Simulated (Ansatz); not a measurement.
The cell is built on a prototype and need not be the phase stable at ambient conditions.

By PBEsol, the system below comes out a metal.

Given:

```
RuC
1.0
    2.66543     0.00000     0.00000
    0.00000     2.90109     0.00000
    0.00000    -1.45054     2.51242
Ru C
1 1
Direct
  0.00000   0.00000   0.00000
  0.50000   0.33333   0.66667
```

Space group of this cell: P-6m2. The cell was relaxed by PBE-D3(BJ); by PBEsol its mean pressure is -3.1 GPa.

The current flows along the normal of the first two printed cell vectors. No spin-orbit coupling; the value is a mean over 0.1 eV about the Fermi level.

Predict the ballistic conductance per area from Ansatz (an electronic-structure program) with PBEsol.

1.1 × 10¹⁵ S/m² for both spins.
